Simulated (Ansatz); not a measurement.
## Sensitivity of a calculation on NaBH4 (P-42_1c, 12 atoms in the cell) to its settings

```
NaBH4
1.0
    4.21047     0.00000     0.00000
    0.00000     4.21047     0.00000
    0.00000     0.00000     5.70953
Na B H
2 2 8
Direct
  0.50000   0.50000   0.50000
  0.00000   0.00000   0.00000
  0.50000   0.50000   0.00000
  0.00000   0.00000   0.50000
  0.99142   0.23321   0.37928
  0.23321   0.00858   0.62072
  0.00858   0.76679   0.37928
  0.76679   0.99142   0.62072
  0.49142   0.26679   0.12072
  0.73321   0.49142   0.87928
  0.50858   0.73321   0.12072
  0.26679   0.50858   0.87928
```

Base run A: Ansatz (a quantum-chemistry and plane-wave program) with HSE06, default PAW files made with PBE, self-consistent single point.

Its settings: basis.ecutwfc = 420 eV; kpoints.mp_grid.grid = 5 5 3; hamiltonian.xc = hse06; hamiltonian.pseudopotentials = {kind: paw} (the program's default PAW files); scf.occupations.method = fixed.

The starting cell comes from a database of computed structures (which also holds hypothetical and non-ambient phases and stackings), without a prior relaxation at this level. Its lattice was rescaled by a random factor within 2.5 % of one. In the base run, with a pressure of about 3 GPa the cell is away from its equilibrium volume at this level. Ansatz's pressure includes its estimate of the finite-basis (Pulay) stress. Another mesh or the band path of this cell gives a smaller gap, so this value is not converged in the mesh.

ΔF is the free energy per atom less that of run A. A dash stands where there is no value to compare (another energy zero or no entropy term, no result, no spin, no clean gap, or a mesh too coarse for one). Total energies depend on the potentials, the functional and any Hubbard or dispersion term, so they are compared only between runs that share all of them.

```csv
run,change,ΔF (meV/atom),pressure (GPa),largest force (eV/Å),gap on the mesh (eV),k-points
A,base,0.00,3.50,0.352,7.785,12
B,hamiltonian.xc: hse06 → pbesol [PBEsol],–,3.63,0.578,6.245,12
C,hamiltonian.xc: hse06 → pbe0 [PBE0],–,3.46,0.360,8.522,12
D,kpoints.mp_grid.grid: 5 5 3 → 5 5 4,0.00,3.50,0.352,7.723,18
E,kpoints.mp_grid.grid: 5 5 3 → 6 6 5,-0.01,3.50,0.353,7.721,30
F,kpoints.mp_grid.grid: 5 5 3 → 5 5 4; kpoints.mp_grid.shift: default → 0.5 0.5 0.5,-0.01,3.50,0.353,8.082,12
G,scf.convergence.dr2_threshold: default (1e-07 eV) → 1e-05 eV,0.00,3.50,0.352,7.785,12
H,scf.mixing.algorithm: default (the program chose MSR1) → msr1,0.00,3.50,0.352,7.785,12
I,scf.mixing.algorithm: default (the program chose MSR1) → anderson; scf.mixing.beta: default → 0.05,0.00,3.50,0.353,7.785,12
J,scf.mixing.preconditioner: default (the program chose none) → kerker,0.00,3.50,0.353,7.785,12
```

Run E against A: The free energy is nearly the same (within 1 meV/atom), the pressure stays at 3.50 GPa, the largest force moves little (0.352 to 0.353 eV/Å) and the gap on the mesh goes from 7.785 to 7.721 eV.

Run I against A: The free energy stays essentially unchanged (within 1 meV/atom), the pressure stays at 3.50 GPa, the largest force moves little (0.352 to 0.353 eV/Å) and the gap on the mesh stays at 7.785 eV.

Keys are those of Ansatz 0.2.
